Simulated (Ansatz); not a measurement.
The parent structure is Ga₂O₃ in the corundum structure (space group R-3c, No. 167; a = 5.0003 Å, c = 13.4488 Å (hexagonal axes)).

Structures relaxed with PBEsol in Ansatz (plane waves to 420 eV, PAW, no spin-orbit coupling).

Base:

Simulated powder pattern, Mo Kα, λ = 0.71073 Å (kinematic, ideal powder, no thermal factors, no anomalous dispersion; the 8 strongest lines at most, above 2 %, up to 2θ = 40°):

```tsv
2θ (°)	I/Imax (%)	hkl
11.20	25	(012)
15.38	100	(104)
16.34	84	(110)
22.51	44	(024)
24.59	49	(116)
27.95	43	(214)
28.50	37	(300)
32.12	15	(1 0 10)
```

After one change:

Simulated powder pattern, Mo Kα, λ = 0.71073 Å (kinematic, ideal powder, no thermal factors, no anomalous dispersion; the 8 strongest lines at most, above 2 %, up to 2θ = 40°):

```json
[
 {"2θ (°)": "11.61", "I/Imax (%)": "23"},
 {"2θ (°)": "16.02", "I/Imax (%)": "100"},
 {"2θ (°)": "16.86", "I/Imax (%)": "84"},
 {"2θ (°)": "23.34", "I/Imax (%)": "44"},
 {"2θ (°)": "25.60", "I/Imax (%)": "44"},
 {"2θ (°)": "28.93", "I/Imax (%)": "42"},
 {"2θ (°)": "29.41", "I/Imax (%)": "36"},
 {"2θ (°)": "37.88", "I/Imax (%)": "21"}
]
```

### Question
Which change produced these results?
(A) pressure 22.5 GPa
(B) pressure 2.1 GPa
(C) pressure 30 GPa
(D) pressure 15 GPa

### Answer
C, pressure 30 GPa. Its volume per atom is 8.71 Å³ against 9.71 Å³, and its space group is R-3c (No. 167).

Load acts through the strain it causes; cell and atoms are relaxed under it. Stability against distortions was not tested. Competing high-pressure phases were not computed.

Ansatz is a program for electronic structure.
